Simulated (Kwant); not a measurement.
Model system: quantum point contact (saddle potential) in a InAs two-dimensional gas. Effective mass 0.023 mₑ, grid spacing 15 nm, hard walls, nominal width 300 nm (19 grid rows, so walls 300 nm apart), one parabolic valley, scattering region 900 nm long along x; energies count from the band bottom; Fermi energy 0.00684 eV. Potential (V0 + ½k y²) cos²(πx/L) for |x| < L/2, with V0 swept from 0.007182 to 0 eV, k = 1.7e-06 eV/nm², L = 350 nm.

Constants are typed, rounded textbook-type inputs, not results; the design itself was drawn at random and stands for no fabricated device.

Model: effective-mass tight-binding model on a square grid, one spin, coherent transport at 0 K (Kwant). Conductance is in e²/h.

Compare with the saddle-point formula G = Σ 1/(1 + exp(−2π(E − V0 − ħωy(n + ½))/ħωx)), taking ħωy = ħ√(k/m) and ħωx from the curvature along x of V0 plus half of the mode's confinement energy.

ħωy = 2.37 meV; at V0 = 5.83 meV the lowest mode has ħωx = 1.85 meV.

```csv
V0 (meV),formula,simulation
6.77,0.029,0.029
5.83,0.36,0.38
4.89,0.95,0.95
3.96,1.08,1.10
3.02,1.74,1.79
2.08,2.01,2.01
```

The formula takes a parabolic saddle in the continuum; the run has the full potential on a grid.
